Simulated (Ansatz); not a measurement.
System: B₂O₃ (model structure, started from the Al2S3 type, Cc, No. 9, 10 atoms in the cell). Method: PBEsol in Ansatz (PAW).

Run with plane-wave cutoff 520 eV, 10×10×8 k mesh (along the axes of the cell as run), Fermi–Dirac smearing 0.01 eV, scalar-relativistic PAW data made under PBE.

Computed at the level's own relaxed cell.

```xyz
10
Lattice="3.9547 -2.2480 0.0351 3.9547 2.2480 0.0351 -2.5384 0.0000 4.0272" Properties=species:S:1:pos:R:3 pbc="T T T"
B      3.3240    -1.8121     2.0840
B      4.5932     1.8121     0.0704
B      4.6290     0.2633     2.0536
B      3.3598    -0.2633     4.0672
O     -0.8345     0.5383     3.5639
O      0.4347    -0.5383     1.5503
O      4.7196     0.1028     3.5329
O      5.9888    -0.1028     1.5193
O      2.3600     0.5650     3.5717
O      3.6292    -0.5650     1.5581
```

Task: List the 32 lowest band energies at Γ above −25 eV (eV, relative to the valence band maximum), grouping those that round alike.

Result: At Γ: -22.48, -19.60, -19.13, -19.09, -18.39, -18.03, -10.62, -10.50, -9.91, -7.59, -7.43, -6.88, -6.30, -5.56, -5.20, -3.81, -3.18, -2.39, -2.02, -2.00, -1.13, -1.12, -0.69, -0.02, 7.60, 8.65, 9.14, 9.73, 10.30, 10.68, 11.01, 11.35.

Note: the relaxation could raise the start's symmetry but not lower it, so the cell can be a saddle point.

A model structure was made by putting elements into a prototype or built by hand; it is no filed structure, need not be a known phase, and can be a saddle point held by its symmetry.

Ansatz is a program for electronic structure.
